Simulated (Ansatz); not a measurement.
An Ansatz (a first-principles code) input (PBEsol/PAW in Ansatz, no spin-orbit coupling, earlier PAW set):

Ansatz 0.2 input:
```yaml
crystal:
  lattice:
    - [2.898676129, 0, 0]
    - [-1.4493380645, 2.510327165, 0]
    - [0, 0, 2.8280213777]
  atoms:
    - { symbol: W, position: [0, 0, 0] }
    - { symbol: C, position: [0.6666666667, 0.3333333333, 0.5] }
basis: { ecutwfc: 420, ecutrho_ratio: 4, xc_grid: 2, fft_grid_basis: typed }
kpoints: { mp_grid: { grid: [18, 18, 16] } }
hamiltonian:
  xc: pbesol
  dispersion: none
  pseudopotentials: { azcp: { folder: ./paw }, kind: paw }
scf: { occupations: { method: fermi_dirac, width: 0.05 }, convergence: { dr2_threshold: 0.0000000002 } }
output: { forces: true, stress: true }
```

Which symmetry and how many k-points will the program report, and about how many plane waves at Γ?

Space group P-6m2 (ITA 187) with 12 operations, k-points 333 of 5184, and 405 plane waves at Γ.

Whether these cells are dynamically stable was not tested. All final runs are without spin polarisation. The cell is WC (space group P-6m2, No. 187).
